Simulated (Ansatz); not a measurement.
The reference is NiSi2 (space group Fm-3m, No. 225; a = 5.445 Å; non-magnetic).

(Cell as relaxed with PBE.)

Levels (all Ansatz, a first-principles code, PAW): PBE (420 eV, scalar-relativistic without spin-orbit coupling); r2SCAN (500 eV, without spin-orbit coupling).

Each level relaxes its own structure.

```
base                      PBE    r2SCAN
-------------------  --------  --------
volume per atom      13.45 Å³  13.03 Å³
lattice parameter a   5.445 Å   5.387 Å
band gap                 zero      zero
```

One thing is altered: cell and atoms relaxed at a pressure of 30 GPa.

```tsv
quantity	PBE	r2SCAN
volume per atom	11.62 Å³	?
band gap	zero	?
```

Problem. Given the PBE results, estimate those of r2SCAN.

Solution. 
- volume per atom, r2SCAN: 11.39 Å³
- band gap, r2SCAN: zero

PBE's volume per atom lies 0.222 Å³ above r2SCAN's (2.0 %); the two agree on the band gap. Neither level is exact; r2SCAN is the comparison here, not a measurement.

Load acts through the strain it causes; cell and atoms are relaxed under it. No phonon test of stability was made. No other phases were tried under pressure. Seeded moments were not kept for the base. All final runs are without spin polarisation.
